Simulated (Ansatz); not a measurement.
Consider SiC (space group P6_3mc, No. 186; a = 3.078 Å, c = 10.076 Å).

Computed with PBEsol (Ansatz, an electronic-structure program; PAW; 420 eV plane waves; without spin-orbit coupling).

Base values:

| Item | Value |
|---|---|
| Band gap | 2.12 eV |
| Width of the top valence band | 2.47 eV |
| Smallest direct gap | 3.24 eV |

One thing is altered: a hydrostatic pressure of 7 GPa.

**Question.** Predict the new band gap.

**Answer.** The band gap is still 2.12 eV.

**Question.** What happens to the width of the top valence band?

**Answer.** The width of the top valence band goes up by 0.04 eV, from 2.47 eV to 2.51 eV.

**Question.** How does this affect the smallest direct gap?

**Answer.** The smallest direct gap goes up by 0.014 eV, from 3.24 eV to 3.26 eV.

Load acts through the strain it causes; cell and atoms are relaxed under it. Stability against distortions was not tested. Competing high-pressure phases were not computed.
